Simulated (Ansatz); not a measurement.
Structures of equal composition on the (111) surface of fcc Ir: p(2x2), one Ir adatom; one added row of Ir in 4. The slabs share one bottom face, and each structure is named by its start. These are constructed structures in small cells; real faces may alloy, dewet or reconstruct in larger ones, and not all known structures of the face are among them. Slabs of about 11 Å, Fermi-Dirac smearing of 0.1 eV. Bottom of the slabs: a bare face, its two planes held. Relaxed from the named starts with such symmetry as they have, on meshes of like density; energies extrapolated to zero smearing; spin only where a row says so; no spin-orbit coupling, no U. Brackets mark spin-polarised runs, whose order is one that fits the cell. The cells differ, so small differences also carry the error of unlike k-meshes.

Level of theory: PBE (plane waves to 420 eV, PAW; Ansatz, a first-principles code).

Put the candidates in order of energy per 1x1 cell, lowest first, for PBE.

one added row of Ir in 4 (0.00 eV), p(2x2), one Ir adatom (0.24 eV)
